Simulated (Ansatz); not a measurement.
**Hypothetical Pm-3n GaAs, pressure series**

Take GaAs (space group Pm-3n, No. 223; a = 7.0869 Å; a hypothetical phase, not in the database extracts checked) as the base.

Cell and atoms are relaxed at each pressure.

Method: PBE/PAW in Ansatz (a quantum-chemistry and plane-wave program), without spin-orbit coupling.

```csv
change,band gap,shortest interatomic distance,density
base,zero,2.506 Å,4.05 g/cm³
pressure −2 GPa,zero,2.547 Å,3.86 g/cm³
pressure −1 GPa,zero,2.525 Å,3.96 g/cm³
pressure 0.7 GPa,0.12 eV,2.493 Å,4.11 g/cm³
pressure 1.5 GPa,0.24 eV,2.480 Å,4.18 g/cm³
pressure 3 GPa,0.43 eV,2.458 Å,4.29 g/cm³
pressure 5 GPa,0.66 eV,2.432 Å,4.42 g/cm³
pressure 7.5 GPa,0.65 eV,2.405 Å,4.58 g/cm³
pressure 10 GPa,0.61 eV,2.381 Å,4.72 g/cm³
```

Load acts through the strain it causes; cell and atoms are relaxed under it. Stability against distortions was not tested. No other phases were tried under pressure. All final runs are without spin polarisation. Gaps under 0.05 eV, about the width of the smearing, are given as zero. The zero or small gap of GaAs can change with the level of theory.
